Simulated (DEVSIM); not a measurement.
Structure: abrupt InP n-p junction, at 300 K.

Layer 1 from the left is InP, thickness (μm) 55.0, Nd (cm⁻³) 2.9e16, τn (s) 2.3e-9, τp (s) 2.3e-9. Layer 2 from the left is InP, thickness (μm) 1.90, Na (cm⁻³) 1.6e15, τn (s) 6.9e-9, τp (s) 2.3e-9.

Left contact: ohmic. Right contact: ohmic. Voltage is applied to the left contact. Recombination: SRH at mid-gap, radiative, Auger. Mobility is μmin + (μ − μmin)/(1 + (N/Nref)^α).

Constants are typed, rounded textbook-type inputs, not results; the design itself was drawn at random and stands for no fabricated device. Values at 300 K.

InP: gap (eV) 1.344, affinity (eV) 4.38, permittivity 12.5, Nc (cm⁻³) 5.7e17, Nv (cm⁻³) 1.1e19, μn (cm²/Vs) 5200, μp (cm²/Vs) 170, μn,min 400, μp,min 10, Nref,n 3e17, Nref,p 4.9e17, αn 0.47, αp 0.62, B (cm³/s) 1.2e-10, Cn (cm⁶/s) 9e-31, Cp (cm⁶/s) 9e-31.

DEVSIM, 1D drift-diffusion, Boltzmann statistics, complete ionisation; no tunnelling, impact ionisation, image-force lowering or self-heating.

Dark forward current:

```
|V| (V)  |J| (A/cm²)
-------  -----------
0.05        2.614e-9
0.10        9.278e-9
0.15        2.721e-8
0.20        7.600e-8
0.25        2.093e-7
0.30        5.755e-7
0.35        1.588e-6
0.40        4.430e-6
0.45        1.262e-5
0.50        3.756e-5
0.55       0.0001216
0.60       0.0004531
0.65        0.002023
0.70         0.01069
0.75         0.06326
0.80          0.3960
0.85           2.472
0.90           13.53
0.95           50.81
1.00           122.2
1.05           218.8
1.10           331.4
1.15           454.1
1.20           583.8
1.25           718.5
1.30           856.9
```

Task: Work out the local ideality factor n = ΔV / (kT/q · ln(J2/J1)) between the rows 0.15 and 0.20 V, 0.75 and 0.80 V, 1.25 and 1.30 V.

Result: kT/q = 25.85 mV. From 0.15 to 0.20 V: ln(7.600e-8/2.721e-8) = 1.027, n = 1.88, near the 2 of recombination in the depletion region. From 0.75 to 0.80 V: ln(0.3960/0.06326) = 1.834, n = 1.05, near the 1 of diffusion or emission over a barrier. From 1.25 to 1.30 V: ln(856.9/718.5) = 0.176, n = 10.98.

Task: Estimate the current at 0.80 V from the Shockley equation with J0 = Σ q ni² D/(N L) coth(W/L), τ joining the SRH, radiative and Auger lifetimes that are on, and W taken as the whole layer.

Result: ni² = 1.65e14 cm⁻⁶; holes in the n layer: μ = 146 cm²/Vs, D = 3.78 cm²/s, τ = 2.28e-9 s, L = 0.929 μm, W/L = 59, term 3.71e-17 A/cm²; electrons in the p layer: μ = 4820 cm²/Vs, D = 125 cm²/s, τ = 6.89e-9 s, L = 9.27 μm, W/L = 0.21, term 1.10e-14 A/cm². J0 = 1.10e-14 A/cm², and J = J0 exp(qV/kT) = 0.304 A/cm². The simulation gives 0.396 A/cm²; the estimate lies 23 % below. The estimate leaves out recombination in the depletion region and that region's share of W.
